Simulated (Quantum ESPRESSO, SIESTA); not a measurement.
A SIESTA input for a self-consistent single point of AlNi (Pm-3m, 2 atoms in the cell) (DFT, GGA PBE, numerical atomic orbitals DZP, PseudoDojo PBE standard norm-conserving potentials (rewritten from UPF to PSML)):

```
# files in the folder: Al.psml Ni.psml (PseudoDojo PBE standard)
SystemName  AlNi
SystemLabel alni

NumberOfAtoms                2
NumberOfSpecies              2
%block ChemicalSpeciesLabel
  1 13 Al
  2 28 Ni
%endblock ChemicalSpeciesLabel
LatticeConstant              2.764962 Ang
%block LatticeVectors
     1.000000000    0.000000000    0.000000000
     0.000000000    1.000000000    0.000000000
     0.000000000    0.000000000    1.000000000
%endblock LatticeVectors
AtomicCoordinatesFormat      Ang
%block AtomicCoordinatesAndAtomicSpecies
     1.382481000    1.382481000    1.382481000  1
     0.000000000    0.000000000    0.000000000  2
%endblock AtomicCoordinatesAndAtomicSpecies

XC.functional                GGA
XC.authors                   PBE
PAO.BasisSize                DZP
PAO.EnergyShift              0.01 Ry
MeshCutoff                   400 Ry
%block kgrid.MonkhorstPack
    9   0   0  0.0
    0   9   0  0.0
    0   0   9  0.0
%endblock kgrid.MonkhorstPack
OccupationFunction           MP
OccupationMPOrder            0
ElectronicTemperature        0.272 eV

MaxSCFIterations             150
SCF.Mixer.Method             Pulay
SCF.Mixer.Weight             0.25
SCF.Mixer.History            6
SCF.DM.Tolerance             1.0E-04
Diag.ParallelOverK           true
WriteForces                  true
Charge.Mulliken              end
```

**Question.** Write the same calculation as an input for Quantum ESPRESSO.

**Answer.** One input that does it (others would too):

```fortran
&control
   calculation = 'scf'
   prefix = 'scf'
   outdir = './out'
   pseudo_dir = './'
   tprnfor = .true.
   tstress = .true.
/
&system
   ibrav = 0
   nat = 2
   ntyp = 2
   ecutwfc = 100
   occupations = 'smearing'
   smearing = 'gaussian'
   degauss = 0.019992
/
&electrons
   conv_thr = 1e-10
/
ATOMIC_SPECIES
Al    26.9815  Al.upf
Ni    58.6934  Ni.upf
ATOMIC_POSITIONS alat
Al    0.5000000000    0.5000000000    0.5000000000
Ni    0.0000000000    0.0000000000    0.0000000000
K_POINTS automatic
9 9 9  0 0 0
CELL_PARAMETERS angstrom
   2.7649620000     0.0000000000     0.0000000000
   0.0000000000     2.7649620000     0.0000000000
   0.0000000000     0.0000000000     2.7649620000
```

Basis settings and potentials, where a program has them, do not carry over. This input uses DFT, PBE, plane waves, PseudoDojo standard norm-conserving (PBE) pseudopotentials. Both were run: pressure 26.82 GPa in SIESTA and 28.88 in Quantum ESPRESSO.

On SIESTA: the starting cell comes from a database of computed structures (which also holds hypothetical and non-ambient phases and stackings), without a prior relaxation at this level. Its lattice was rescaled by a random factor within 2.5 % of one. For this run, on top of that: lattice scaled by 0.98. Spin polarisation is off. Values carry the incompleteness of an atom-centred basis. With a pressure of about 27 GPa the cell is away from its equilibrium volume at this level.

On Quantum ESPRESSO: the starting cell comes from a database of computed structures (which also holds hypothetical and non-ambient phases and stackings), without a prior relaxation at this level. Its lattice was rescaled by a random factor within 2.5 % of one. For this run, on top of that: lattice scaled by 0.98. Spin polarisation is off. With a pressure of about 29 GPa the cell is away from its equilibrium volume at this level.
